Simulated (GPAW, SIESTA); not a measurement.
A GPAW input for a self-consistent single point of HfRu₃ (P6_3/mmc, 8 atoms in the cell) (DFT PBEsol, plane waves, GPAW PAW datasets PBEsol (made by gpaw-setup)):

```python
from ase import Atoms
from ase.units import GPa
from gpaw import GPAW, PW

atoms = Atoms(['Hf', 'Hf', 'Ru', 'Ru', 'Ru', 'Ru', 'Ru', 'Ru'],
              cell=[[5.664510, 0.000000, 0.000000],
                    [-2.832255, 4.905610, 0.000000],
                    [0.000000, 0.000000, 4.459280]],
              scaled_positions=[[0.666667, 0.333333, 0.250000],
                                [0.333333, 0.666667, 0.750000],
                                [0.329200, 0.164600, 0.750000],
                                [0.670800, 0.835400, 0.250000],
                                [0.164600, 0.329200, 0.250000],
                                [0.835400, 0.670800, 0.750000],
                                [0.835400, 0.164600, 0.750000],
                                [0.164600, 0.835400, 0.250000]],
              pbc=True)

calc = GPAW(mode=PW(600),
            xc='PBEsol',
            kpts={'size': (4, 4, 5), 'gamma': True},
            occupations={'name': 'methfessel-paxton', 'width': 0.1, 'order': 0},
            nbands=-16,
            convergence={'density': 1e-05},
            symmetry={'symmorphic': False, 'tolerance': 0.0005},
            maxiter=120)

atoms.calc = calc

energy = atoms.get_potential_energy()
print('Energy (eV):', round(energy, 6))
forces = atoms.get_forces()
print('Forces (eV/Ang):')
print(forces.round(5))
stress = atoms.get_stress()
print('Stress (GPa, Voigt):', (stress / GPa).round(4))
```

Problem. Write the same calculation as an input for SIESTA.

Solution. One input that does it (others would too):

```
# files in the folder: Hf.psml Ru.psml (PseudoDojo PBEsol standard)
SystemName  HfRu3
SystemLabel hfru3

NumberOfAtoms                8
NumberOfSpecies              2
%block ChemicalSpeciesLabel
  1 72 Hf
  2 44 Ru
%endblock ChemicalSpeciesLabel
LatticeConstant              1.0 Ang
%block LatticeVectors
     5.664510000    0.000000000    0.000000000
    -2.832255000    4.905610000    0.000000000
     0.000000000    0.000000000    4.459280000
%endblock LatticeVectors
AtomicCoordinatesFormat      Fractional
%block AtomicCoordinatesAndAtomicSpecies
     0.666667000    0.333333000    0.250000000  1
     0.333333000    0.666667000    0.750000000  1
     0.329200000    0.164600000    0.750000000  2
     0.670800000    0.835400000    0.250000000  2
     0.164600000    0.329200000    0.250000000  2
     0.835400000    0.670800000    0.750000000  2
     0.835400000    0.164600000    0.750000000  2
     0.164600000    0.835400000    0.250000000  2
%endblock AtomicCoordinatesAndAtomicSpecies

XC.functional                GGA
XC.authors                   PBEsol
PAO.BasisSize                TZP
PAO.EnergyShift              0.005 Ry
MeshCutoff                   350 Ry
%block kgrid.MonkhorstPack
    4   0   0  0.0
    0   4   0  0.0
    0   0   5  0.0
%endblock kgrid.MonkhorstPack
OccupationFunction           MP
OccupationMPOrder            0
ElectronicTemperature        100.0 meV

MaxSCFIterations             150
SCF.Mixer.Method             Pulay
SCF.Mixer.Weight             0.2
SCF.Mixer.History            8
SCF.DM.Tolerance             1.0E-04
Diag.ParallelOverK           true
WriteForces                  true
Charge.Mulliken              end
```

Basis settings and potentials, where a program has them, do not carry over. This input uses DFT, GGA PBEsol, numerical atomic orbitals TZP, PseudoDojo PBEsol standard norm-conserving potentials (rewritten from UPF to PSML).

The starting cell comes from a database of computed structures (which also holds hypothetical and non-ambient phases and stackings), without a prior relaxation at this level.
